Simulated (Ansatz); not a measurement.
Take Y in the hcp (Mg type) structure (space group P6_3/mmc, No. 194; a = 3.594 Å, c = 5.610 Å; relaxed with 0.1 eV smearing) as the base. Axes: x lies along a and z along c of the hexagonal cell.

All numbers come from plane-wave PAW DFT at the PBEsol level (Ansatz, a first-principles code, 420 eV), scalar-relativistic without spin-orbit coupling.

For the base:

* **Shortest interatomic distance**: 3.489 Å

The change: uniaxial strain ε_xx = −2.50 %, all other strain components held at zero, atoms relaxed at fixed cell.

Estimate the effect on the largest internal atomic displacement.

The largest internal atomic displacement comes out as 0.018 Å.

Estimate the effect on the stress.

The stress (xx, yy, zz, yz, xz, xy; compression positive) comes out as (2.0, 0.7, 0.6, 0.0, 0.0, 0.0) GPa.

Predict the new energy relative to the base.

The energy grows by 4.8 meV/atom.

What happens to the shortest interatomic distance?

The shortest interatomic distance drops by 0.021 Å to 3.468 Å.

Stability against distortions was not tested. All final runs are without spin polarisation.
